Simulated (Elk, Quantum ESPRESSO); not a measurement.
A Quantum ESPRESSO input for a self-consistent single point of Tl₃VSe₄ (I-43m, 8 atoms in the cell) (DFT, LDA (PW92), plane waves, PseudoDojo standard norm-conserving (LDA) pseudopotentials):

```fortran
&CONTROL
  calculation = 'scf'
  prefix = 'pwscf'
  outdir = './out'
  pseudo_dir = './'
  verbosity = 'high'
  tprnfor = .true.
  tstress = .true.
/
&SYSTEM
  ibrav = 0
  celldm(1) = 12.5719278343
  nat = 8
  ntyp = 3
  ecutwfc = 90
  occupations = 'smearing'
  smearing = 'fd'
  degauss = 0.000734986
/
&ELECTRONS
  conv_thr = 1e-10
  mixing_beta = 0.5
/
ATOMIC_SPECIES
V     50.9415  V.upf
Tl   204.3800  Tl.upf
Se    78.9710  Se.upf
CELL_PARAMETERS {alat}
  -0.5773502692     0.5773502692     0.5773502692
   0.5773502692    -0.5773502692     0.5773502692
   0.5773502692     0.5773502692    -0.5773502692
ATOMIC_POSITIONS {angstrom}
V     0.0000000000    0.0000000000    0.0000000000
Tl    0.0000000000    0.0000000000    3.8409830000
Tl    3.8409830000    0.0000000000    0.0000000000
Tl    0.0000000000    3.8409830000    0.0000000000
Se    2.5495676957    2.5495676957    2.5495676957
Se   -1.2914153043    1.2914153043    1.2914153043
Se    1.2914153043    1.2914153043   -1.2914153043
Se    1.2914153043   -1.2914153043    1.2914153043
K_POINTS {automatic}
3 3 3  0 0 0
```

Q: Give the Elk input for the same structure, mesh, smearing and functional.

A: This is the input that was run; spellings and numerical settings could be chosen otherwise.

```
tasks
  0

rmtscf
  0.84

swidth
  0.000367493

maxscl
  100

scale
  12.57192783

avec
   -0.5773502692    0.5773502692    0.5773502692
    0.5773502692   -0.5773502692    0.5773502692
    0.5773502692    0.5773502692   -0.5773502692

atoms
  3
  'V.in'
  1
  0.0000000000  0.0000000000  0.0000000000    0.0 0.0 0.0
  'Tl.in'
  3
  0.5000000000  0.5000000000  0.0000000000    0.0 0.0 0.0
  0.0000000000  0.5000000000  0.5000000000    0.0 0.0 0.0
  0.5000000000  0.0000000000  0.5000000000    0.0 0.0 0.0
  'Se.in'
  4
  0.6637800000  0.6637800000  0.6637800000    0.0 0.0 0.0
  0.3362200000  0.0000000000  0.0000000000    0.0 0.0 0.0
  0.0000000000  0.0000000000  0.3362200000    0.0 0.0 0.0
  0.0000000000  0.3362200000  0.0000000000    0.0 0.0 0.0

ngridk
  3 3 3
```

Basis settings and potentials, where a program has them, do not carry over. This input uses DFT, LDA (PW92), all-electron FP-LAPW, Elk's shipped species files, default APW+lo basis. LDA parametrisations can differ slightly between programs.

The starting cell comes from a database of computed structures (which also holds hypothetical and non-ambient phases and stackings), without a prior relaxation at this level. For this run, on top of that: lattice scaled by 0.98.
